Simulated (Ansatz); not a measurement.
## Response to strain in AlN

Consider AlN in the zinc blende structure (space group F-43m, No. 216).

```xyz
2
Lattice="0.0000 2.1849 2.1849 2.1849 0.0000 2.1849 2.1849 2.1849 0.0000" Properties=species:S:1:pos:R:3 pbc="T T T"
Al     0.0000     0.0000     0.0000
N      1.0924     1.0924     1.0924
```

Cartesian axes are those of the cell as printed.

Strains are applied to the cell and any free atomic positions relax; under biaxial strain the out-of-plane vector relaxes too.

Method: plane-wave PAW DFT at the r2SCAN level (Ansatz, a program for electronic structure, 500 eV), spin-orbit coupling left out.

Notes on the quantities. energy relative to the base: free energy F.

```tsv
variant	volume per atom	energy relative to the base	smallest direct gap
base	10.43 Å³	0 meV/atom	4.84 eV
biaxial strain −3.00 %, plane normal [001], relaxed out of plane	[?]	[?]	[?]
biaxial strain −2.50 %, plane normal [001], relaxed out of plane	10.16 Å³	+13 meV/atom	4.99 eV
biaxial strain −2.00 %, plane normal [001], relaxed out of plane	10.22 Å³	+8.3 meV/atom	4.96 eV
biaxial strain −1.50 %, plane normal [001], relaxed out of plane	10.27 Å³	+4.6 meV/atom	4.93 eV
biaxial strain −1.00 %, plane normal [001], relaxed out of plane	10.33 Å³	+2.0 meV/atom	4.90 eV
biaxial strain −0.50 %, plane normal [001], relaxed out of plane	10.38 Å³	+0.5 meV/atom	4.87 eV
```

**Question.** Complete the table.

**Answer.** 
- biaxial strain −3.00 %, plane normal [001], relaxed out of plane, volume per atom: 10.10 Å³
- biaxial strain −3.00 %, plane normal [001], relaxed out of plane, energy relative to the base: +19 meV/atom
- biaxial strain −3.00 %, plane normal [001], relaxed out of plane, smallest direct gap: 5.02 eV

Whether these cells are dynamically stable was not tested. This is not the structure that AlN has at room temperature and ambient pressure.
